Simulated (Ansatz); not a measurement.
Os: uniaxial strain ε_zz = +0.50 %

The parent structure is Os in the hcp (Mg type) structure (space group P6_3/mmc, No. 194; a = 2.729 Å, c = 4.309 Å; relaxed with 0.1 eV smearing). Axes: x lies along a and z along c of the hexagonal cell.

Now apply this change: the cell is stretched by 0.50 % along z with no lateral relaxation; the atoms relax in the strained cell.

Method: Kohn–Sham DFT with the PBEsol functional, run in Ansatz (a first-principles code) with PAW and 420 eV plane waves, scalar-relativistic without spin-orbit coupling. Γ-centred 24×24×14 mesh, Fermi–Dirac width 0.1 eV.

| quantity | base | changed | shift |
|---|---|---|---|
| volume per atom | 13.90 Å³ | 13.97 Å³ | +0.07 Å³ |
| shortest interatomic distance | 2.669 Å | 2.678 Å | +0.009 Å |
| energy relative to the base (free energy F) | 0 meV/atom | +0.9 meV/atom | +0.9 meV/atom |
| pressure (mean of the normal stresses, compression positive) | 0.0 GPa | -2.2 GPa | -2.2 GPa |
| band gap | zero | zero | – |
| stress (xx, yy, zz, yz, xz, xy; compression positive) | – | (-1.2, -1.2, -4.3, 0.0, 0.0, 0.0) GPa | – |

Cost of the whole job for the changed cell (relaxation, final SCF and bands): very roughly 11 core-seconds.

Whether these cells are dynamically stable was not tested. All final runs are without spin polarisation.
